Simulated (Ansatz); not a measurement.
Input:

```xyz
2
Lattice="0.0000 2.0039 2.0039 2.0039 0.0000 2.0039 2.0039 2.0039 0.0000" Properties=species:S:1:pos:R:3 pbc="T T T"
Li     0.0000     0.0000     0.0000
F      2.0039     2.0039     2.0039
```

All values below come from PBEsol, rigid bands (plane waves, PAW, scalar-relativistic; Ansatz, an electronic-structure program). Geometry: cell and atoms relaxed with PBEsol.

Question: What conductivity effective mass do dilute holes have at 300 K?

Answer: 3.5 mₑ.

Question: What conductivity effective mass do dilute electrons have at 300 K?

Answer: 0.90 mₑ.

Question: And the band gap?

Answer: 9.05 eV at this level; semilocal functionals usually fall short of the measured gap.

Rigid bands, one relaxation time for all states, no polarons. Spin-orbit coupling is left out.
